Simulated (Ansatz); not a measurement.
## Pressure series in hypothetical I4/mmm Ge

Consider Ge (space group I4/mmm, No. 139; a = 6.948 Å, c = 4.011 Å; a hypothetical phase, not in the database extracts checked).

Cell and atoms are relaxed at each pressure.

Computed with PBEsol (Ansatz, a program for electronic structure, PAW, no spin-orbit coupling).

```tsv
P (GPa)	V (Å³/atom)
-2.00	25.076
-1.00	24.617
0.30	24.089
0.70	23.938
1.50	23.651
3.01	23.161
5.01	22.585
7.50	21.960
10.00	21.413
```

Problem. Fit a third-order Birch–Murnaghan equation of state.

Solution. Least squares on P(V) = (3B₀/2)[(V₀/V)^(7/3) − (V₀/V)^(5/3)]·[1 + (3/4)(B₀′ − 4)((V₀/V)^(2/3) − 1)] gives V₀ = 24.21 Å³/atom, B₀ = 62 GPa and B₀′ = 4.6.

Load acts through the strain it causes; cell and atoms are relaxed under it. No phonon test of stability was made. No other phases were tried under pressure.
